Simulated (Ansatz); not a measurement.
The parent structure is BAs in the zinc blende structure (space group F-43m, No. 216).

```
CELL_PARAMETERS angstrom
      0.00000     2.36609     2.36609
      2.36609     0.00000     2.36609
      2.36609     2.36609     0.00000
ATOMIC_POSITIONS crystal
  B  0.00000 0.00000 0.00000
  As 0.25000 0.25000 0.25000
```

Cartesian axes are those of the cell as printed.

Level of theory: DFT with LDA, PAW potentials and a 420 eV plane-wave cutoff in Ansatz (an electronic-structure program), no spin-orbit coupling.

Strains are applied to the cell and any free atomic positions relax; under biaxial strain the out-of-plane vector relaxes too.

One change was made to it. Results:

```json
[
 {"quantity": "band gap", "base": "1.11 eV", "after": "0.99 eV"},
 {"quantity": "valence-band top at Γ (three highest levels, from the VBM)", "base": "0.00, 0.00, 0.00 eV", "after": "0.00, -0.18, -0.18 eV"}
]
```

Problem. Which of these changes matches the shifts?
A) biaxial strain +2.08 %, plane normal [111], relaxed out of plane
B) biaxial strain −2.08 %, plane normal [111], relaxed out of plane
C) biaxial strain −0.42 %, plane normal [111], relaxed out of plane
D) biaxial strain +0.83 %, plane normal [111], relaxed out of plane

Solution. A, biaxial strain +2.08 %, plane normal [111], relaxed out of plane. For comparison, the band gap in the other runs: biaxial strain +0.83 %, plane normal [111], relaxed out of plane gives 1.06 eV; biaxial strain −0.42 %, plane normal [111], relaxed out of plane gives 1.09 eV; biaxial strain −2.08 %, plane normal [111], relaxed out of plane gives 0.95 eV.

Whether these cells are dynamically stable was not tested.
